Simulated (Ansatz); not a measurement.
The parent structure is TiN in the rock salt structure (space group Fm-3m, No. 225; a = 4.233 Å). Axes: x, y, z lie along the cube axes.

Calculations: Ansatz (a first-principles code) r2SCAN, no spin-orbit coupling.

Strains are applied to the cell and any free atomic positions relax; under biaxial strain the out-of-plane vector relaxes too; under stress the whole cell relaxes.

One change was made to it. Results:

```csv
quantity,base,after
shortest interatomic distance,2.116 Å,2.114 Å
energy relative to the base (free energy F),0 meV/atom,+0.5 meV/atom
```

Which of these changes matches the shifts?
A) strain tensor (xx, yy, zz, yz, xz, xy) = (−0.76, −0.70, +2.36, +0.79, +0.10, +1.10) %
B) biaxial strain −4.88 %, plane normal [001], relaxed out of plane
C) uniaxial stress, 3 GPa tension along z
D) tensor shear ε_xy = −1.83 %

C, uniaxial stress, 3 GPa tension along z. For comparison, the energy relative to the base in the other runs: tensor shear ε_xy = −1.83 % gives +7.2 meV/atom; strain tensor (xx, yy, zz, yz, xz, xy) = (−0.76, −0.70, +2.36, +0.79, +0.10, +1.10) % gives +13 meV/atom; biaxial strain −4.88 %, plane normal [001], relaxed out of plane gives +118 meV/atom.

Without a gap, meshes like the base's 19×19×19 leave anisotropic stresses uncertain by several tenths of a GPa, and small strain energies with them. Beyond what the load breaks, stability against distortions was not tested. All final runs are without spin polarisation. An odd electron count without spin: TiN.
